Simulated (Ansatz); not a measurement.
A self-consistent single point of PbSe (Fm-3m, 2 atoms in the cell) with Ansatz (a program for electronic structure)

Computed with PBE (plane waves, PAW; Ansatz).

The input file:

Ansatz 0.2 input:
```yaml
# PbSe
crystal:
  lattice:
    - [0.00000000, 3.06000000, 3.06000000]
    - [3.06000000, 0.00000000, 3.06000000]
    - [3.06000000, 3.06000000, 0.00000000]
  atoms:
    - { symbol: Pb, position_ang: [0.00000000, 0.00000000, 0.00000000] }
    - { symbol: Se, position_ang: [3.06000000, 3.06000000, 3.06000000] }
kpoints:
  mp_grid:
    grid: [6, 6, 6]
hamiltonian:
  xc: pbe
  pseudopotentials:
    kind: paw
scf:
  occupations:
    method: fermi_dirac
    width: 0.01
output:
  forces: true
  eigenvalues: true
  stress: true
```

Output (repeated stretches shortened):

```
WARN basis.ecutwfc = 420 eV, the default
WARN ansatz: RAYON_NUM_THREADS=1 ignored (pool sized by the plan → 1); use --threads N
Pseudopotentials: kind: paw
Pseudopotential: Pb, paw, valence charge 14
Pseudopotential: Se, paw, valence charge 16
Crystal: 2 atoms, lattice volume = 57.305 Å³
Basis set: ecut = 420 eV, 1139 PW (Γ), exchange–correlation on 60×60×60 points (8 copies of the dense FFT grid, shifted against one another)
Bands: 19, of which v1, the nominal top of the filled ones, is band 15 counted from 1 (14 counted from 0)
Symmetry: 48 space group operations
Space group: Fm-3m (ITA 225), of the structure as read, at distance tolerance 3.9e-5 Å
k-points: 16 of 216
Initial density: superposition of atomic densities (neutral atoms: chi_scale 0, normalization atom), corrected by the library's trained network
Initial wavefunctions: pseudopotential atomic-orbital guess
Eigensolver: davidson
Functional: x = pbe(κ = 0.804, μ = 0.2195149727645171), c = pbe(β = 0.06672455060314922)
SCF iter   1: F=—  HF=-17376.606119 eV  |F-HF|=—  |Δ(HF+E_count)|=         —  Δρ=5.37e-4  dr2=1.52e-4  ethr=1.77e-3  ⟨swp⟩=6.2  Hψ=1453  notcnv=0
all-band conjugate gradients solve this SCF's bands
preconditioner: auto → none
SCF iter   2: F=—  HF=-17376.605428 eV  |F-HF|=—  |Δ(HF+E_count)|=   6.90e-4  Δρ=3.59e-4  dr2=4.34e-5  ethr=5.05e-7  ⟨swp⟩=3.0  Hψ=778  notcnv=0
SCF iter   3: F=—  HF=-17376.605432 eV  |F-HF|=—  |Δ(HF+E_count)|=   3.44e-6  Δρ=1.87e-4  dr2=9.36e-6  ethr=1.45e-7  ⟨swp⟩=2.8  Hψ=609  notcnv=0
SCF iter   4: F=—  HF=-17376.605450 eV  |F-HF|=—  |Δ(HF+E_count)|=   1.88e-5  Δρ=4.10e-5  dr2=1.10e-6  ethr=3.12e-8  ⟨swp⟩=2.0  Hψ=549  notcnv=0
SCF iter   5: F=—  HF=-17376.605450 eV  |F-HF|=—  |Δ(HF+E_count)|=   3.93e-7  Δρ=2.13e-5  dr2=3.12e-7  ethr=3.68e-9  ⟨swp⟩=3.0  Hψ=544  notcnv=0
SCF iter   6: F=-17376.605450 eV  HF=-17376.605450 eV  |F-HF|=8.79e-8  |Δ(HF+E_count)|=   1.29e-7  Δρ=1.08e-5  dr2=7.32e-8  ethr=3.33e-10  ⟨swp⟩=4.0  Hψ=989  notcnv=0
SCF 1 converged in 6 iterations: F = -17376.605450 eV  dr2 = 7.32e-8
SCF converged after 6 iterations
Free energy (F): -17376.605450 eV
Harris-Foulkes:  -17376.605450 eV  (|F-HF|=8.79e-8)
Internal energy: -17376.605450 eV  (E = F + TS)
E sigma→0 (E₀):  -17376.605450 eV
Fermi energy:    9.185696 eV
--- Per-component energies (eV) ---
  E_band       = -424.929338
  E_kinetic    = 406.270666
  E_local      = -3526.436156  (includes V_loc(G=0)·N_el)
  E_nonlocal   = -245.932743
  E_hartree    = 1642.365408
  E_xc         = -325.845537
  E_vxc        = -231.565394  (∫ρ·V_xc dr)
  E_paw        = -12314.679584  (= ΣΔE_a)
  E_vpaw       = -111.980618  (= ΣTr[D̂ρ^β])
  E_aug_tail   = -0.000503  (compensation charges beyond the density's cutoff)
  E_ewald      = -3012.347000
  E_smearing   = -0.000000  (= −TS)
  E_closure    = -0.000000  (closes the sum)
  Σ components = -17376.605450   (vs F -17376.605450, Δ=0.00e0)
--- Forces (eV/Å), atoms counted from 1 ---
  atom   1  Pb    -0.00000000     0.00000000    -0.00000000
  atom   2  Se     0.00000000    -0.00000000     0.00000000
  max |Σ_I F_I| component: 6.78e-29 eV/Å
--- Stress (GPa, compression-positive) ---
        2.422223      -0.000000       0.000000
       -0.000000       2.422223       0.000000
       -0.000000       0.000000       2.422223
  P = ⅓ Tr σ = 2.4222 GPa (24.222 kbar)
  The stress holds the Pulay correction. Without it, at fixed plane waves, as pw.x and ABINIT print it: P = 2.4057 GPa
--- Band table (eV; the first three rows and the last of 16) ---
  k-point 0: bands = ["-38.1912", "-38.1912", "-38.1889", "-38.1889", "-38.1889", "-7.8049", "-7.8049", "-7.8049", "-7.8011", "-7.8011", "-4.5655", "2.7435", "7.1529", "7.1529", "7.1529", "13.7532", "13.7532", "13.7532", "15.5593"]
  k-point 1: bands = ["-38.1912", "-38.1912", "-38.1889", "-38.1889", "-38.1889", "-7.8081", "-7.8081", "-7.8039", "-7.7958", "-7.7958", "-4.3585", "2.0837", "7.2258", "7.2258", "7.6074", "12.1720", "12.7009", "12.7009", "15.3613"]
  k-point 2: bands = ["-38.1912", "-38.1912", "-38.1888", "-38.1888", "-38.1888", "-7.8203", "-7.8203", "-7.8025", "-7.7795", "-7.7795", "-3.8454", "0.8741", "7.4226", "7.4226", "8.3667", "10.3826", "11.3200", "11.3200", "16.1285"]
  k-point 15: bands = ["-38.1912", "-38.1912", "-38.1889", "-38.1888", "-38.1888", "-7.9037", "-7.8079", "-7.7955", "-7.7765", "-7.7601", "-3.1088", "1.1677", "4.4042", "5.2561", "7.4007", "11.9947", "13.4144", "14.5283", "15.5967"]
```

The run converged in 6 iterations.

The starting cell has typed, rounded lattice constants, without a prior relaxation at this level. Spin-orbit coupling is off. Ansatz's pressure includes its estimate of the finite-basis (Pulay) stress.
